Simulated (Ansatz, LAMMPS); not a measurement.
## Si well of 12 atomic layers along [001] in random Si0.5Ge0.5, interfaces sharp

Cell 16.85 × 16.85 × 49.80 Å, Si428Ge220, 648 atoms. Prepared with Tersoff's 1989 multicomponent potential (SiCGe.tersoff) (LAMMPS): minimisation. 

That structure was relaxed on with PBE, support functions at accuracy medium on the grid of 370 eV (Ansatz, an electronic-structure program). Basis: localised support functions (accuracy medium) on a full density matrix. k-points: zone centre alone; occupations: Fermi-Dirac, 0.010 eV; spin polarisation not allowed. Scalar-relativistic, no spin-orbit coupling.

**Question.** What does DFT change in the classical structure?

**Answer.** The energy falls by 0.4 meV an atom over 3 steps; atoms move by 0.013 Å root mean square, 0.04 Å at most.
```
quantity                   classical minimum  after DFT steps
-------------------------  -----------------  ---------------
4-fold atoms (%)                       100.0            100.0
spread of bond angles (°)                1.2              1.4
```
